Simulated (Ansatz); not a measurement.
## Hypothetical zinc blende KF: pressure series

Base system: KF in the zinc blende structure (space group F-43m, No. 216; a hypothetical phase, not in the database extracts checked).

```
CELL_PARAMETERS angstrom
      0.00000     2.97511     2.97511
      2.97511     0.00000     2.97511
      2.97511     2.97511     0.00000
ATOMIC_POSITIONS crystal
  F  0.75000 0.75000 0.75000
  K  0.00000 0.00000 0.00000
```

Cell and atoms are relaxed at each pressure.

The values are results of PBE/PAW in Ansatz (a quantum-chemistry and plane-wave program), no spin-orbit coupling, not measurements.

```json
[
 {"change": "base", "gap character": "indirect, W → Γ", "density": "1.83 g/cm³", "electron mass": "0.63 mₑ (at Γ)"},
 {"change": "pressure −1 GPa", "gap character": "indirect, W → Γ", "density": "1.73 g/cm³", "electron mass": "0.64 mₑ (at Γ)"},
 {"change": "pressure 1.8 GPa", "gap character": "indirect, W → Γ", "density": "(withheld)", "electron mass": "(withheld)"},
 {"change": "pressure 4.2 GPa", "gap character": "indirect, W → Γ", "density": "2.12 g/cm³", "electron mass": "0.61 mₑ (at Γ)"},
 {"change": "pressure 9 GPa", "gap character": "indirect, X → Γ", "density": "2.35 g/cm³", "electron mass": "0.60 mₑ (at Γ)"},
 {"change": "pressure 30 GPa", "gap character": "indirect, X → Γ", "density": "2.97 g/cm³", "electron mass": "0.57 mₑ (at Γ)"},
 {"change": "pressure 45 GPa", "gap character": "indirect, X → Γ", "density": "3.27 g/cm³", "electron mass": "0.56 mₑ (at Γ)"},
 {"change": "pressure 60 GPa", "gap character": "indirect, X → Γ", "density": "3.53 g/cm³", "electron mass": "0.55 mₑ (at Γ)"}
]
```

What belongs in the blanks?


- pressure 1.8 GPa, density: 1.97 g/cm³
- pressure 1.8 GPa, electron mass: 0.62 mₑ (at Γ)

Load acts through the strain it causes; cell and atoms are relaxed under it. Effective masses come from finite differences of ±0.01 Å⁻¹. Stability against distortions was not tested. No other phases were tried under pressure.
